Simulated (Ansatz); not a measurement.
## fcc Rh: the defect Ir_Rh

Computed with PBE, PAW (plane waves to 420 eV; Ansatz, an electronic-structure program). Cell and caveats: 32-site cell; 6×6×6 shifted k-points; start: the Rh site; no spin–orbit coupling; not converged in cell size; the relaxation kept the symmetry of the starting site.

Neighbours after relaxation, in Å: of the Ir atom: Rh 2.70, Rh 2.70, Rh 2.70, Rh 2.70, Rh 2.70, Rh 2.70, Rh 2.70, Rh 2.70 (the shell may go on).

Formation energies E_f are those of the neutral cell. Chemical conditions: host crystal and elements as references (Δμ(Rh) = 0.00 eV, Δμ(Ir) = 0.00 eV; Ir taken from its element, since no compound that bounds it was computed at this level; only phases computed here count, gases as isolated molecules at 0 K). Reference phases: Ir: fcc Ir, Rh: fcc Rh.

```csv
charge,moment (μB),point group,largest move off a lattice site (Å),"E_f, host crystal and elements as references (eV)"
0,not spin-polarised,Oh,0.01,-0.09
```

Point groups are those of the whole cell at tolerances of 0.03 and 0.1 Å ("near" where only the looser one holds); none is given for unsettled states.

All states together cost roughly 7 core-minutes.
